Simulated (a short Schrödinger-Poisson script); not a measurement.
Stack: gated Al0.4Ga0.6N/GaN polarisation-induced gas, at 300 K.

| layer | material | thickness (nm) | Na (cm⁻³) |
|---|---|---|---|
| 1 | Al0.4Ga0.6N | 15 | - |
| 2 | GaN | 6000 | 3e15 |

Constants are typed, rounded textbook-type inputs, not results; the design itself was drawn at random and stands for no fabricated device. Al0.4Ga0.6N: permittivity 9.26, conduction-band edge (eV) 0.58, gap (eV) 4.258, electron mass (mₑ) 0.248, Nv at 300 K (cm⁻³) 4.6e19. GaN: permittivity 9.5, conduction-band edge (eV) 0, gap (eV) 3.43, Nv at 300 K (cm⁻³) 4.6e19.

Channel valleys (confinement mass, in-plane density-of-states mass, number): Γ 0.2, 0.2, 1. At the gate the conduction-band edge of layer 1 lies 1.36 eV − eVg above the Fermi level of the channel; the field vanishes at the back. Sheet of polarisation charge: +2e13 e/cm² at 15 nm from the gate. The barrier under the gate holds no holes. Gaps are held at their typed values at every temperature. Mesh 0.08 nm at interfaces.

Solved with a short Schrödinger-Poisson script written for these runs: 1D Poisson equation in equilibrium, electrons quantum, Hartree (BenDaniel-Duke, 40 states a valley, the channel's in-plane mass for all, wave functions free to enter the barrier), parabolic valleys, classical holes, full ionisation, no traps, pinning or gate leakage.

The same stack at other levels of the model or other numerical settings:

| run | sheet density of all electrons at Vg = 0.5 V (cm⁻²) | sheet density of all electrons at Vg = -3 V (cm⁻²) | capacitance at Vg = 0.5 V (μF/cm²) | centroid of the channel electrons at Vg = 0.5 V (nm) | rough cost against the base |
|---|---|---|---|---|---|
| base | 1.70e13 | 5.88e12 | 0.520 | 1.72 | about 1 |
| electrons treated as classical, Boltzmann | 1.81e13 | 6.39e12 | 0.540 | 0.56 | 0.02 |
| electrons treated as classical, Fermi-Dirac | 1.70e13 | 6.04e12 | 0.508 | 1.52 | 0.10 |
| electrons treated as quantum, Hartree plus LDA exchange-correlation | 1.72e13 | 6.00e12 | 0.521 | 1.58 | 2 |
| mesh six times as coarse | 1.70e13 | 5.87e12 | 0.520 | 1.66 | 0.2 |
| one subband a valley | 1.69e13 | 5.86e12 | 0.516 | 1.30 | 0.4 |

The classical rows ignore confinement, and Boltzmann statistics overrate the density once the band edge passes the Fermi level.
